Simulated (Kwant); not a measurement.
Model system: wire with a side stub in a In0.53Ga0.47As two-dimensional gas. Effective mass 0.041 mₑ, grid spacing 3.3 nm, hard walls, nominal width 80 nm (25 grid rows, so walls 85.8 nm apart), one parabolic valley, scattering region 240 nm long along x; energies count from the band bottom; Fermi energy swept from 0.0011464 to 0.013614 eV. Closed stub on one side, 51 nm wide and 98 nm deep.

Constants are typed, rounded textbook-type inputs, not results; the design itself was drawn at random and stands for no fabricated device.

Kwant, effective-mass tight-binding model on a square grid, one spin, coherent transport at 0 K. Conductance is in e²/h.

Task: How many channels do the leads carry at E = 9.95, 10.3, 12.7 meV?

Result: The hard-wall thresholds are n² ħ²π²/(2mW²) = n² × 1.25 meV with W = 85.8 nm. √(9.95/1.25) = 2.83, so 2. √(10.3/1.25) = 2.87, so 2. √(12.7/1.25) = 3.19, so 3.
